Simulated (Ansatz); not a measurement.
# Quick settings and what they miss: GaCo (Pm-3m, 2 atoms in the cell)

Self-consistent single point.

```
GaCo
1.0
    2.82901     0.00000     0.00000
    0.00000     2.82901     0.00000
    0.00000     0.00000     2.82901
Ga Co
1 1
Direct
  0.50000   0.50000   0.50000
  0.00000   0.00000   0.00000
```
Moments meant for the start (each program seeds them in its own way; μB, in the order of the atoms Ga Co): 0.0 3.0.

Computed with PBEsol, default PAW files made with PBE (plane waves; Ansatz, a quantum-chemistry and plane-wave program).

Base settings: basis.ecutwfc = 30.9 Ry; kpoints.mp_grid.grid = 15 15 15; kpoints.mp_grid.shift = 0.5 0.5 0.5; hamiltonian.xc = pbesol; hamiltonian.pseudopotentials = {kind: paw} (the program's default PAW files); magnetization.spin_polarized = true; scf.occupations.method = cold; scf.occupations.width = 0.01 Ry.

Tight run (finer mesh or higher cutoff; not a proven limit): basis.ecutwfc: 30.9 Ry → 43.4 Ry; kpoints.mp_grid.grid: 15 15 15 → 21 21 21; scf.convergence.dr2_threshold: default (1e-07 eV) → 1e-09 eV. It gave Fermi level (on the code's own zero) 17.84 eV; pressure 2.34 GPa; size of the cell's spin moment 0.00 μB.

Quick runs, as changes from the base:
- A: the base itself
- B: basis.ecutwfc: 30.9 Ry → 18.4 Ry; kpoints.mp_grid.grid: 15 15 15 → 1 1 1; scf.occupations.method: cold → gaussian; scf.occupations.width: 0.01 Ry → 0.0147 Ry
- C: basis.ecutwfc: 30.9 Ry → 21.7 Ry; kpoints.mp_grid.grid: 15 15 15 → 8 8 8; scf.occupations.method: cold → gaussian; scf.occupations.width: 0.01 Ry → 0.0367 Ry
- D: basis.ecutwfc: 30.9 Ry → 24.6 Ry; kpoints.mp_grid.grid: 15 15 15 → 6 6 6
- E: kpoints.mp_grid.grid: 15 15 15 → 4 4 4; hamiltonian.xc: pbesol → lda; width narrowed by the program to 0.0615 eV [LDA (PW92)]

Energies are extrapolated to zero smearing width, which holds to low order in the width alone.

Dashes: energy of E, another energy zero.

† marks runs with another functional, U, potentials or spin treatment: their distance from the tight run is not a convergence error alone.

The count of work is k-points × plane waves × bands × iterations; it is no time. 

Pressures in the table are Ansatz's without its Pulay estimate, at a fixed set of plane waves; the tight run's value above holds the estimate.

The starting cell comes from a database of computed structures (which also holds hypothetical and non-ambient phases and stackings), without a prior relaxation at this level. Its lattice was rescaled by a random factor within 2.5 % of one. The starting moments vanished: the run ended non-magnetic, which need not be the lowest state. The program warned that a starting moment was not kept.

```tsv
run	energy less tight (meV/atom)	pressure less tight (GPa)	count of work / tight
A	1.8	-0.09	0.25
B	9820.2	-73.80	0.00062
C	469.4	-53.33	0.018
D	71.7	-11.08	0.015
E†	–	-6.74	0.011
```

Among the runs at the tight run's level, the energy misses run from 1.8 to 9820.2 meV/atom.

Left out of this page: 1 run of the series outside the window shown, repeating another row's setting, or not comparable.

Keys are those of Ansatz 0.2.
